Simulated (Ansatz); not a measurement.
Given:

```
SiC
1.0
    3.04783     0.00000     0.00000
   -1.52392     2.63950     0.00000
    0.00000     0.00000     9.97558
Si C
4 4
Direct
  0.00000   0.00000   0.00033
  0.00000   0.00000   0.50033
  0.66667   0.33333   0.75022
  0.33333   0.66667   0.25022
  0.00000   0.00000   0.81285
  0.00000   0.00000   0.31285
  0.66667   0.33333   0.56222
  0.33333   0.66667   0.06222
```

No spin polarisation.

Calculations: Ansatz (a program for electronic structure) PBEsol, scalar-relativistic without spin-orbit coupling. Settings: 12×12×4 k-points, 0.05 eV Fermi–Dirac smearing.

Predict the gap character, smallest direct gap and width of the top valence band.


```json
{
 "gap_character": "indirect, Γ → M",
 "smallest_direct_gap": "3.26 eV",
 "width_of_the_top_valence_band": "2.51 eV"
}
```

Load acts through the strain it causes; cell and atoms are relaxed under it. Whether these cells are dynamically stable was not tested. No other phases were tried under pressure. The cell was made from SiC (space group P6_3mc, No. 186) by this change: pressure 7 GPa.
